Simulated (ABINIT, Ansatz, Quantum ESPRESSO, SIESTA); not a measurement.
**Code comparison for ZrB₂ (P6/mmm, 3 atoms in the cell)**

Self-consistent single point.

```
ZrB2
1.0
    3.16752     0.00000     0.00000
   -1.58376     2.74315     0.00000
    0.00000     0.00000     3.55239
Zr B
1 2
Direct
  0.00000   0.00000   0.00000
  0.33333   0.66667   0.50000
  0.66667   0.33333   0.50000
```

All programs got the same cell, k-point mesh and kind of occupations (in Ansatz's words: kpoints.mp_grid.grid = 16 16 12; scf.occupations.method = fermi_dirac; scf.occupations.width = 0.136 eV); potentials, basis and cutoffs are each program's usual ones.

```csv
code,model,pressure (GPa),k-points,cutoff
ABINIT,"PBE, norm-conserving pseudopotentials (PseudoDojo nc-sr-05 PBE standard)",-0.08,210,76 Ry
Ansatz,"PBE, default PAW files",-0.23,210,420 eV
SIESTA,"GGA PBE, numerical atomic orbitals DZP, PseudoDojo PBE standard norm-conserving potentials (rewritten from UPF to PSML)",0.07,1646,grid 350 Ry
Quantum ESPRESSO,"PBE, GBRV 1.5 ultrasoft (PBE) pseudopotentials",-0.25,210,40 Ry
```

The spread over the programs that give each value: pressure within 0.32 GPa.

The starting cell comes from a database of computed structures (which also holds hypothetical and non-ambient phases and stackings), without a prior relaxation at this level.

Question: Why do the programs differ, and what cannot be compared?

Answer: Differences of this kind can come from the potentials, where these differ, and from what each basis and cutoff leave unconverged. The zero of total energies and Fermi levels follows the potentials and each program's conventions, so they are not compared here. SIESTA uses small atom-centred bases, whose incompleteness enters pressures, forces and empty levels differently from a plane-wave cutoff. Ansatz's pressure is given at a fixed set of plane waves, as the other plane-wave codes print theirs; with its correction for the finite basis it is -0.04 GPa. The programs reduce the same mesh by symmetry to different extents, which changes the work and not the result.

Left out of this page: GPAW and FLEUR (not drawn, or without a comparable value).

Ansatz is a program for electronic structure.

Keys are those of Ansatz 0.2.
